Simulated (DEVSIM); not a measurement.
illuminated Si p-on-n cell, one wavelength

Structure: illuminated Si p-on-n cell, one wavelength, at 300 K.

| layer (left to right) | material | thickness (μm) | Nd (cm⁻³) | Na (cm⁻³) | τn (s) | τp (s) | absorption coefficient (cm⁻¹) |
|---|---|---|---|---|---|---|---|
| 1 | Si | 0.420 | - | 1.3e19 | 8.7e-6 | 1e-6 | 120 |
| 2 | Si | 130 | 5.7e15 | - | 7.9e-5 | 7.9e-5 | 120 |

Left contact: ohmic, minority electron recombination velocity 2e6 cm/s. Right contact: ohmic, minority hole recombination velocity 1e5 cm/s. Voltage is applied to the left contact. Recombination: SRH at mid-gap, radiative, Auger. Gap narrowing is on: ΔEg = 6.92 meV × (l + √(l² + 0.5)), l = ln(N/1.3e17 cm⁻³), shared equally by both band edges. Light enters at the left, 4.2e17 photons cm⁻² s⁻¹, one pass, no reflection. Mobility is μmin + (μ − μmin)/(1 + (N/Nref)^α).

Constants are typed, rounded textbook-type inputs, not results; the design itself was drawn at random and stands for no fabricated device. Values at 300 K.

```
parameter           Si
-------------  -------
gap (eV)         1.124
affinity (eV)     4.05
permittivity      11.7
Nc (cm⁻³)      2.86e19
Nv (cm⁻³)       3.1e19
μn (cm²/Vs)       1417
μp (cm²/Vs)        470
μn,min              52
μp,min              45
Nref,n          9.7e16
Nref,p          2.2e17
αn                0.68
αp                0.72
B (cm³/s)      4.7e-15
Cn (cm⁶/s)     2.8e-31
Cp (cm⁶/s)     9.9e-32
```

Model (solved in DEVSIM): 1D drift-diffusion, Boltzmann statistics, complete ionisation; no tunnelling, impact ionisation, image-force lowering or self-heating.

```
Item                                                      Result
---------------------------------------------------  -----------
Potential step across the device at zero bias            0.849 V
Largest field in the device at zero bias             140000 V/cm
Dark forward voltage at 1 A/cm²                          0.687 V
Dark forward voltage at 100 A/cm²                        0.929 V
Short-circuit current                                33.2 mA/cm²
Open-circuit voltage                                     0.590 V
Fill factor                                                 0.83
Largest power                                        16.1 mW/cm²
Share of generated pairs collected at short circuit        0.623
```

Dark forward current:

```json
[
 {"V (V)": "0.05", "J (A/cm²)": "9.8e-11"},
 {"V (V)": "0.10", "J (A/cm²)": "4.5e-10"},
 {"V (V)": "0.15", "J (A/cm²)": "2.1e-9"},
 {"V (V)": "0.20", "J (A/cm²)": "1.2e-8"},
 {"V (V)": "0.25", "J (A/cm²)": "7.1e-8"},
 {"V (V)": "0.35", "J (A/cm²)": "3.2e-6"},
 {"V (V)": "0.40", "J (A/cm²)": "2.2e-5"},
 {"V (V)": "0.45", "J (A/cm²)": "0.00015"},
 {"V (V)": "0.50", "J (A/cm²)": "0.0010"},
 {"V (V)": "0.55", "J (A/cm²)": "0.0071"},
 {"V (V)": "0.60", "J (A/cm²)": "0.048"},
 {"V (V)": "0.65", "J (A/cm²)": "0.30"},
 {"V (V)": "0.70", "J (A/cm²)": "1.5"},
 {"V (V)": "0.75", "J (A/cm²)": "5.9"},
 {"V (V)": "0.85", "J (A/cm²)": "39"},
 {"V (V)": "0.90", "J (A/cm²)": "74"},
 {"V (V)": "0.95", "J (A/cm²)": "120"},
 {"V (V)": "1.00", "J (A/cm²)": "190"},
 {"V (V)": "1.05", "J (A/cm²)": "270"},
 {"V (V)": "1.10", "J (A/cm²)": "380"},
 {"V (V)": "1.15", "J (A/cm²)": "490"},
 {"V (V)": "1.20", "J (A/cm²)": "630"},
 {"V (V)": "1.25", "J (A/cm²)": "780"},
 {"V (V)": "1.35", "J (A/cm²)": "1100"},
 {"V (V)": "1.40", "J (A/cm²)": "1300"},
 {"V (V)": "1.45", "J (A/cm²)": "1600"},
 {"V (V)": "1.50", "J (A/cm²)": "1800"},
 {"V (V)": "1.55", "J (A/cm²)": "2100"}
]
```

Dark reverse current:

```tsv
V (V)	J (A/cm²)
-0.04	-3.3e-11
-0.10	-6.3e-11
-0.20	-1.0e-10
-0.30	-1.4e-10
-0.40	-1.7e-10
-0.60	-2.3e-10
-0.80	-2.8e-10
-1.00	-3.3e-10
-1.30	-3.9e-10
-1.60	-4.5e-10
-2.00	-5.2e-10
```
